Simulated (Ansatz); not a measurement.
Gap of a (6,6) ZnO nanotube at several levels, all on one geometry.

Levels: PBE (plane waves to 420 eV, PAW; Ansatz, a quantum-chemistry and plane-wave program); r2SCAN (plane waves to 500 eV, PAW; Ansatz); HSE06 in Ansatz. Unmarked values and the geometry are of the first. Mesh 1×1×10. No spin polarisation. Isolated but for its images some 11 Å away. A hypothetical model, rolled from the flat sheet. Symmetry and one short period hold its shape; lower forms weren't sought. HSE06 ran on a 1×1×6 mesh and at PBE's edge points.

| level | gap (eV) |
|---|---|
| PBE | 1.66 |
| r2SCAN | 2.05 |
| HSE06 | … |

Problem. What belongs in the gaps?

Solution. 
- HSE06, gap (eV): 3.27
